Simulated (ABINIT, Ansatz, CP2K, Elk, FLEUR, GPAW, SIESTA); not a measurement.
# One structure in several programs: MgS (Fm-3m, 2 atoms in the cell)

Self-consistent single point.

```yaml
crystal:
  lattice:
    - [0.00000, 2.58050, 2.58050]
    - [2.58050, 0.00000, 2.58050]
    - [2.58050, 2.58050, 0.00000]
  atoms:
    - { symbol: Mg, position: [0.00000, 0.00000, 0.00000] }
    - { symbol: S, position: [0.50000, 0.50000, 0.50000] }
```

Shared settings, as Ansatz (an electronic-structure program) writes them: kpoints.mp_grid.grid = 9 9 9; scf.occupations.method = fermi_dirac; scf.occupations.width = 0.0007 Ry. Potentials and cutoffs stand in the table.

```tsv
code	model	pressure (GPa)	gap on the mesh (eV)	cutoff
SIESTA	LDA PW92, numerical atomic orbitals TZP, PseudoDojo LDA standard norm-conserving potentials (rewritten from UPF to PSML)	-0.78	2.588	grid 350 Ry
Ansatz	LDA (PW92), default PAW files made with PBE	-1.50	2.742	30.9 Ry
CP2K	LDA (Pade form), GPW, DZVP-MOLOPT-SR-GTH basis, GTH-PADE potentials (GTH_POTENTIALS)	0.33	2.619	grid 1000 Ry
Elk	LDA (PW92), all-electron FP-LAPW, Elk's shipped species files, LAPW+lo basis	–	2.728	rgkmax 7.5
FLEUR	LDA (Perdew-Zunger), all-electron FLAPW (FLEUR), scalar-relativistic valence	–	2.753	Kmax 3.5 1/bohr
GPAW	LDA (Perdew-Wang 92), GPAW PAW datasets LDA (gpaw-data 1.0.1)	-1.46	2.748	800 eV
ABINIT	LDA (PW92), norm-conserving pseudopotentials (PseudoDojo nc-sr-04 LDA standard)	-1.40	2.745	42 Ha
```

A dash marks a value that a program does not give, or that is left out as unsure.

Gaps are read on the mesh.

The spread over the programs that give each value: pressure within 1.83 GPa; gap on the mesh within 0.165 eV.

SIESTA and CP2K use small atom-centred bases, whose incompleteness enters pressures, forces and empty levels differently from a plane-wave cutoff. Elk and FLEUR treat all electrons, but the usual bases taken here (sphere radii, linearisation, local orbitals, empty states) were not tested for convergence, so the values are no reference for the others. Ansatz's pressure is given at a fixed set of plane waves, as the other plane-wave codes print theirs. In the pressure, CP2K (by 1.79) lies more than 1 GPa from the median of the plane-wave programs. In the gap, SIESTA (by 0.157) and CP2K (by 0.125) lie more than 0.12 eV from the median of the plane-wave programs.

The starting cell has typed, rounded lattice constants, without a prior relaxation at this level. Its lattice was rescaled by a random factor within 2.5 % of one.

Keys are those of Ansatz 0.2.
